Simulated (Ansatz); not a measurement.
An Ansatz (a first-principles code) run: WSi2 with a change (pressure −2 GPa); PBE (Ansatz), scalar-relativistic without spin-orbit coupling.

Input:

Ansatz 0.2 input:
```yaml
crystal:
  lattice:
    - [-1.6172519415, 1.6172519415, 3.9388148998]
    - [1.6172519415, -1.6172519415, 3.9388148998]
    - [1.6172519415, 1.6172519415, -3.9388148998]
  atoms:
    - { symbol: W, position: [0, 0, 0] }
    - { symbol: Si, position: [0.3346502684, 0.3346502684, 0] }
    - { symbol: Si, position: [0.6653497316, 0.6653497316, 0] }
basis: { ecutwfc: 420, ecutrho_ratio: 4, xc_grid: 2, fft_grid_basis: typed }
kpoints: { mp_grid: { grid: [20, 20, 20] } }
hamiltonian:
  xc: pbe
  dispersion: none
  pseudopotentials: { kind: paw }
scf: { occupations: { method: fermi_dirac, width: 0.05 } }
relax: { f_tol: 0.01, max_steps: 60, cell: { stress_tol: 0.02, p_target: -2.0 } }
output: { forces: true, stress: true }
checkpoint: { write: state.ck, write_every: 1000 }
```

Output (explanatory and most iteration lines left out):

```
Relaxation: its limit of steps is 60 (relax.max_steps)
Pseudopotential: W, paw, valence charge 14
Pseudopotential: Si, paw, valence charge 4
Crystal: 3 atoms, lattice volume = 41.208 Å³
Basis set: ecut = 420 eV, 809 PW (Γ), exchange–correlation on 64×64×64 points (8 copies of the dense FFT grid, shifted against one another)
Bands: 15, of which v1, the nominal top of the filled ones, is band 11 counted from 1 (10 counted from 0)
Symmetry: 16 space group operations
Space group: I4/mmm (ITA 139), of the structure as read, at distance tolerance 3.5e-5 Å
k-points: 641 of 8000
Functional: x = pbe(κ = 0.804, μ = 0.2195149727645171), c = pbe(β = 0.06672455060314922)
SCF iter   1: F=—  HF=-11657.460739 eV  |F-HF|=—  |Δ(HF+E_count)|=         —  Δρ=3.33e-3  dr2=1.78e-3  ethr=1.77e-3  ⟨swp⟩=5.4  Hψ=56284  notcnv=0
SCF iter   2: F=—  HF=-11657.461141 eV  |F-HF|=—  |Δ(HF+E_count)|=   4.02e-4  Δρ=1.91e-3  dr2=6.82e-4  ethr=8.08e-6  ⟨swp⟩=1.1  Hψ=14831  notcnv=0
SCF 1 converged in 6 iterations: F = -11657.461298 eV  dr2 = 3.12e-9
relax step   1: F+E_penalty+E_count = -11657.46129833 eV  Δ(F+E_penalty+E_count) = +0.000e0 eV  max|allowed force component| = 1.157e-3 eV/Å  Δτ_max = 0.0000 Å  P = -0.996 GPa  Ω = 41.208 Å³  (6 SCF iters, dr2 threshold 1.00e-7 eV, accepted)
[... steps on the carried basis left out ...]
relax step   5: F+E_penalty+E_count = -11657.45946376 eV  Δ(F+E_penalty+E_count) = -5.846e-5 eV  max|allowed force component| = 1.204e-3 eV/Å  Δτ_max = 0.0000 Å  P = -1.996 GPa  Ω = 41.404 Å³  stress off target by 4.43e-3 GPa  SCF on the basis re-selected at this cell (its energy is not comparable with the rows above)  (5 SCF iters)
SCF converged after 5 iterations
Free energy (F): -11657.459464 eV
Internal energy: -11657.457406 eV  (E = F + TS)
E sigma→0 (E₀):  -11657.458435 eV
Entropy (-TS):   -0.002058 eV (-0.686 meV/atom)
Fermi energy:    16.284043 eV
--- Forces (eV/Å), atoms counted from 1 ---
  atom   1  W      0.00000000    -0.00000000     0.00000000
  atom   2  Si     0.00000000    -0.00000000     0.00120387
  atom   3  Si     0.00000000    -0.00000000    -0.00120387
--- Stress (GPa, compression-positive) ---
       -1.995942      -0.000000       0.000000
       -0.000000      -1.995942      -0.000000
       -0.000000       0.000000      -1.995574
  P = ⅓ Tr σ = -1.9958 GPa (-19.958 kbar)
--- Relaxed structure (4 steps of the walk, 4 accepted, 1 SCFs on fresh bases) ---
  cell:  # Å, volume = 41.4042 Å³
    - [-1.6199948172644976, 1.6199948172644976, 3.9441840411198132]
    - [1.6199948172644976, -1.6199948172644976, 3.9441840411198132]
    - [1.6199948172644976, 1.6199948172644976, -3.9441840411198132]
  atoms:
    - { symbol: W, position: [-1.146920880250638e-21, -1.146920880250691e-21, -5.799268099849587e-35] }
    - { symbol: Si, position: [0.3347313344617524, 0.3347313344617524, 2.729085671341114e-35] }
    - { symbol: Si, position: [0.6652686655382475, 0.6652686655382475, 3.255532832251202e-35] }
```

Load acts through the strain it causes; cell and atoms are relaxed under it. Stability against distortions was not tested. The final runs are not spin-polarised. The cell was made from WSi$_{2}$ (space group I4/mmm, No. 139) by this change: pressure −2 GPa.
